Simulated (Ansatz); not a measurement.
Consider GaN in the zinc blende structure (space group F-43m, No. 216; a = 4.4981 Å). Axes: x, y, z lie along the cube axes.

It is then changed as follows: the symmetric strain tensor [0.0017 -0.0099 0.0082; -0.0099 0.0041 -0.0001; 0.0082 -0.0001 0.0001]; the atoms relax in the strained cell.

Calculations: PBEsol/PAW in Ansatz (a program for electronic structure), spin-orbit coupling left out.

Problem. Give the band edges at the high-symmetry points of the new zone, measured from its valence-band maximum.

Solution. 
```
point  valence edge (eV)  conduction edge (eV)
-----  -----------------  --------------------
Γ                   0.00                  1.57
X                  -0.94                  4.64
Y                  -1.01                  4.48
Z                  -1.00                  4.45
R                  -1.11                  4.31
T                  -2.82                  3.13
U                  -2.68                  3.14
V                  -2.69                  3.10
```

The gap is 1.57 eV, direct at Γ.

Whether these cells are dynamically stable was not tested. This is not the structure that GaN has at room temperature and ambient pressure. Labels are those of the standard path for the cell's own space group.
